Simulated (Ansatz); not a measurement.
Take Al$_{2}$Au (space group Fm-3m, No. 225; a = 6.0032 Å; relaxed with 0.1 eV smearing) as the base. Axes: x, y, z lie along the cube axes.

Computed with DFT with PBEsol, PAW potentials and a 420 eV plane-wave cutoff in Ansatz (an electronic-structure program), no SOC.

Modification: every lattice vector is shortened by 2.50 %, atoms relaxed at fixed cell.

Question: Predict the stress tensor and what it implies for the stiffness.

Answer: Stress of the strained cell less that of the base (GPa, compression positive):
```
   10.4     0.0     0.0
    0.0    10.4     0.0
    0.0     0.0    10.4
```

Then B = −ΔP/(ΔV/V₀) with ΔV/V₀ = -0.0731 gives secant stiffness values (nonlinear terms included at this strain): B ≈ 143 GPa.

As a check, the harmonic strain energy −½ V₀ Δσ:ε is 44 meV/atom; the computed energy rise is 40 meV/atom.

Stability against distortions was not tested.
